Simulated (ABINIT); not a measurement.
Equation of state of hcp Re (space group 194): energy against volume (ABINIT, PBE)

```
CELL_PARAMETERS angstrom
      2.71093     0.00000     0.00000
     -1.35546     2.34773     0.00000
      0.00000     0.00000     4.38070
ATOMIC_POSITIONS crystal
  Re 0.66667 0.33333 0.75000
  Re 0.33333 0.66667 0.25000
```

Level of theory: PBE, norm-conserving pseudopotentials (PseudoDojo nc-sr-05 PBE standard) (plane waves; ABINIT 10.0.3). Settings: pseudos = [Re.upf]; ecut = 1279 eV; ixc = 11; occopt = 3; tsmear = 0.00183747 Ha; ngkpt = 20 20 11; nshiftk = 1; shiftk = 0 0 0; potentials = PseudoDojo nc-sr-05 PBE standard; nband = 21; kptopt = 1; nstep = 80; tolvrs = 1e-12. The cell above is the first row's. The rows scale it uniformly. In all rows fractional positions and the k mesh are held. E is the free energy at the stated smearing, counted from the lowest row.

```csv
V (Å^3/atom),E (meV/atom)
13.9405,?
14.2436,40.19
14.5466,11.98
14.8497,0.00
15.1527,2.55
15.4558,18.12
15.7588,45.32
16.0619,82.93
16.3649,129.81
```

Fit E of the 8 rows that show it with the third-order Birch-Murnaghan form, a cubic in V^(-2/3). With u = V^(-2/3) - 0.162, the rows have u = 0.008185, 0.005813, 0.003522, 0.001308, -0.000834, -0.002907, -0.004915, -0.006860. Least squares gives E = 10.543 - 7928.97·u + 1393566·u² + 2170562·u³. Residuals (row less fit): -0.005, 0.012, 0.002, -0.011, -0.004, 0.004, 0.009, -0.006; standard error 0.010 (degrees of freedom: 4). Its minimum lies at u = 0.002826, so V0 = (0.164826)^(-3/2) = 14.94. There d²E/du² = 2824000 and d³E/du³ = 1.302e7, so B0 = (4/9) × 14.94^(-7/3) × 2824000 × 0.160218 = 366 GPa (the last factor turns the table's units into GPa), and B0' = 4 + (2/3) × 0.164826 × (1.302e7)/2824000 = 4.5. The program's pressures in the fitted runs (not shown) pass through zero at V = 14.94, 0.00 % from this V0.

Question: What does the fit predict for E at V = 13.9405, and how far is the calculated value from it?

Answer: u = 0.010643, so E = 10.543 - 7928.97 × 0.010643 + 1393566 × 0.010643² + 2170562 × 0.010643³ = 86.626 meV/atom. The calculation gives 86.50 meV/atom, 0.126 meV/atom below the prediction (0.1 % of the range of E in the table). The row lies outside the fitted rows, so this is an extrapolation. From the scatter of the fitted rows alone, a prediction at this place has a standard error of 0.031 meV/atom, so the miss is 4.1 times that.

Carrying the step between the two nearest rows on in a straight line would have given 68.41, off by 18.09; series whose last step already gives the withheld value aren't shown. The scan was laid around a cell of about the measured size, scaled by a guess for this functional; axis ratios and inner coordinates come from that cell. The runs keep the symmetry of the cell, so they don't test it for distortions. Spin polarisation is off. Spin-orbit coupling is off. The shape of the cell and the inner coordinates aren't relaxed, so V0 and B0 belong to this uniform scaling; a relaxed crystal lies no higher in energy and is usually softer. Cutoffs and mesh are single choices, not tested for convergence of this quantity. Series with a scatter that would blur these digits, or in which a gap closes, are not shown. Nor are scans whose minimum lies at an end fitted in this form.

Terms beyond the fitted order, or numerical noise in single rows, can give a miss of this size; the table doesn't tell which.
